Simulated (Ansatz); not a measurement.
Consider TiC in the rock salt structure (space group Fm-3m, No. 225; a = 4.2934 Å; relaxed with 0.1 eV smearing). Axes: x, y, z lie along the cube axes.

All numbers come from PBEsol (Ansatz, a program for electronic structure; PAW; 420 eV plane waves; no spin-orbit coupling).

Before the change:

* **Volume per atom**: 9.89 Å³

Now apply this change: biaxial strain +1.50 %, plane normal [001], relaxed out of plane (Cartesian); in-plane vectors clamped, the third vector and the atoms free.

What does the calculation give for the volume per atom, in-plane stress and energy relative to the base after the change?

The volume per atom grows by 0.233 Å³ (9.89 Å³ → 10.13 Å³); the mean in-plane stress (compression positive) is -8.6 GPa; the energy increases by 8.2 meV/atom.

Stability against distortions was not tested. The final runs are not spin-polarised.
